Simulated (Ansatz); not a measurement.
A hypothetical phase is included: elements placed on a structure type, which no database files for this compound.

Tunnelling through a barrier is set by its complex band structure: the current falls as exp(−2κd) with the smallest κ.

```yaml
crystal:
  lattice:
    - [2.68877, 0.00000, 0.00000]
    - [0.00000, 4.64969, 0.00000]
    - [0.00000, 0.00000, 9.27399]
  atoms:
    - { symbol: Si, position: [0.75000, 0.75000, 0.50000] }
    - { symbol: Si, position: [0.75000, 0.25000, 0.00000] }
    - { symbol: Si, position: [0.25000, 0.25000, 0.50000] }
    - { symbol: Si, position: [0.25000, 0.75000, 0.00000] }
    - { symbol: O, position: [0.75000, 0.58336, 0.90128] }
    - { symbol: O, position: [0.75000, 0.08336, 0.59872] }
    - { symbol: O, position: [0.25000, 0.41664, 0.09872] }
    - { symbol: O, position: [0.25000, 0.91664, 0.40128] }
    - { symbol: O, position: [0.75000, 0.41664, 0.40128] }
    - { symbol: O, position: [0.75000, 0.91664, 0.09872] }
    - { symbol: O, position: [0.25000, 0.58336, 0.59872] }
    - { symbol: O, position: [0.25000, 0.08336, 0.90128] }
```

The cell was relaxed by PBE-D3(BJ); by r2SCAN it stands under a pressure of -4.7 GPa.

Transport runs along the normal of the first two printed cell vectors.

The gap is the functional's own, uncorrected, and κ follows it; spin-orbit coupling is left out. Mid-gap means the computed energy nearest the middle.

Task: Estimate the band gap and the smallest decay constant κ at mid-gap that r2SCAN in Ansatz (a program for electronic structure) returns for this system.

Result: Gap 6.97 eV on a 12×8×4 mesh; κ = 0.518 1/Å, at the zone centre.
